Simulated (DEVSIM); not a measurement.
System: Schottky contact on n-type GaN, at 300 K.

Layer 1 from the left is GaN, thickness (μm) 9.60, Nd (cm⁻³) 8.9e16, τn (s) 2.6e-9, τp (s) 2.6e-9.

Left contact: Schottky, work function 5.3 eV, emission velocity 3.9e6 cm/s. Right contact: ohmic. Voltage is applied to the left contact. Recombination: SRH at mid-gap, radiative, Auger. Mobility is μmin + (μ − μmin)/(1 + (N/Nref)^α).

Constants are typed, rounded textbook-type inputs, not results; the design itself was drawn at random and stands for no fabricated device. Values at 300 K.

GaN: gap (eV) 3.43, affinity (eV) 4.1, permittivity 9.5, Nc (cm⁻³) 2.3e18, Nv (cm⁻³) 4.6e19, μn (cm²/Vs) 1200, μp (cm²/Vs) 100, μn,min 55, μp,min 3, Nref,n 2e17, Nref,p 3e17, αn 1, αp 2, B (cm³/s) 1e-11, Cn (cm⁶/s) 1e-30, Cp (cm⁶/s) 1e-30.

DEVSIM, 1D drift-diffusion, Boltzmann statistics, complete ionisation; no tunnelling, impact ionisation, image-force lowering or self-heating. Metal contacts follow the ideal Schottky-Mott rule: no Fermi-level pinning, no interface dipoles.

Dark forward current:

```
|V| (V)  |J| (A/cm²)
-------  -----------
0.10       4.552e-13
0.15       3.204e-12
0.20       2.221e-11
0.25       1.536e-10
0.30        1.061e-9
0.35        7.336e-9
0.40        5.069e-8
0.45        3.503e-7
0.50        2.420e-6
0.55        1.671e-5
0.60       0.0001154
0.65       0.0007968
0.70        0.005498
0.75         0.03791
0.80          0.2611
0.85           1.788
0.90           11.90
0.95           68.48
1.00           259.9
1.05           609.0
1.10            1057
1.15            1558
1.20            2090
```

Task: Work out the local ideality factor n = ΔV / (kT/q · ln(J2/J1)) between the rows 0.15 and 0.20 V, 1.15 and 1.20 V.

Result: kT/q = 25.85 mV. From 0.15 to 0.20 V: ln(2.221e-11/3.204e-12) = 1.936, n = 1.00, near the 1 of diffusion or emission over a barrier. From 1.15 to 1.20 V: ln(2090/1558) = 0.294, n = 6.58; the layers' resistance at their doping, Σ W/(qμN) = 7.9e-5 Ω cm², would take 42 mV of this step of 50 mV.

Task: Estimate the current at 0.50 V for emission alone, J0 = q v N_band exp(−φB/kT), and read the barrier back from the simulated current.

Result: φB = 1.200 eV, N_band = 2.30e18 cm⁻³, J0 = 9.93e-15 A/cm²; J = J0 (exp(qV/kT) − 1) = 2.50e-6 A/cm². The simulation gives 2.42e-6 A/cm²; the estimate lies 3.1 % above. Read backwards, the simulated current gives an apparent barrier of 1.201 eV. The estimate leaves out transport through the depletion region and minority injection.
